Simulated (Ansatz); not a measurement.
## Short convergence ladders for SiC (F-43m, 2 atoms in the cell)

```
SiC
1.0
    0.00000     2.19090     2.19090
    2.19090     0.00000     2.19090
    2.19090     2.19090     0.00000
Si C
1 1
Direct
  0.00000   0.00000   0.00000
  0.25000   0.25000   0.25000
```

Base method: LDA (PW92), default PAW files made with PBE (plane waves; Ansatz, an electronic-structure program).

Base settings: basis.ecutwfc = 420 eV; kpoints.mp_grid.grid = 10 10 10; hamiltonian.xc = lda; hamiltonian.pseudopotentials = {kind: paw} (the program's default PAW files); scf.occupations.method = fermi_dirac; scf.occupations.width = 0.05 eV.

Core times come from one kind of shared machine, to one figure; runs under 30 s give none.

**Zone-centre phonons against the cutoff**

In this ladder: scf.occupations.method = fixed; scf.occupations.width = default; phonons.method = dfpt; phonons.dielectric = true; phonons.rigid_motions = translations.

The mesh stays at the base's, so the ladder's end is converged at best in this setting alone.

Frequencies are those of the unrelaxed cell, without the LO-TO term of polar crystals.

Only quantities that move along the ladder and can be compared are tabulated.

ε∞ and Born charges come from denser meshes that the program picks itself.

| basis.ecutwfc | highest zone-centre frequency (cm⁻¹) | largest Born charge (mean of the diagonal) (e) | mean ε∞ |
|---|---|---|---|
| 210 eV | 788.5 | 2.676 | 7.045 |
| 250 eV | 793.4 | 2.675 | 7.023 |
| 295 eV | 776.3 | 2.691 | 7.022 |
| 355 eV | 764.1 | 2.704 | 7.020 |
| 420 eV | 765.1 | 2.704 | 7.020 |
| 505 eV | 765.4 | 2.704 | 7.020 |
| 630 eV | 765.3 | 2.704 | 7.020 |

Coarsest basis.ecutwfc that holds the highest zone-centre frequency within 2 cm⁻¹ of the last step, with all finer ones: 355 eV; the step before is off by 11 cm⁻¹.

Coarsest basis.ecutwfc that holds the mean ε∞ within 0.01 of the last step, with all finer ones: 250 eV; the step before is off by 0.025.

Coarsest basis.ecutwfc that holds the largest Born charge (mean of the diagonal) within 0.005 e of the last step, with all finer ones: 355 eV; the step before is off by 0.014 e.

**The q mesh of the phonons**

In this ladder: kpoints.mp_grid.grid = 12 12 12; scf.occupations.method = fixed; scf.occupations.width = default; phonons.method = dfpt; phonons.dielectric = true; phonons.rigid_motions = translations.

Only quantities that move along the ladder and can be compared are tabulated.

Thermal sums run over frequencies interpolated from this q mesh.

```csv
phonons.qmesh,zero-point energy (meV/atom),vibrational free energy at 300 K (meV/atom),core time / last (rough)
1 1 1,101.03,90.41,0.2
2 2 2,106.34,96.53,0.5
3 3 3,106.82,97.26,1
```

Coarsest phonons.qmesh that holds the vibrational free energy at 300 K within 2 meV/atom of the last step, with all finer ones: 2 2 2; the step before is off by 6.8 meV/atom.

Coarsest phonons.qmesh that holds the zero-point energy within 1 meV/atom of the last step, with all finer ones: 2 2 2; the step before is off by 5.8 meV/atom.

On the base run: the starting cell has typed, rounded lattice constants, without a prior relaxation at this level. Its lattice was rescaled by up to half a per cent. In the base run, with a pressure of about -8 GPa the cell is away from its equilibrium volume at this level.

Keys are those of Ansatz 0.2.
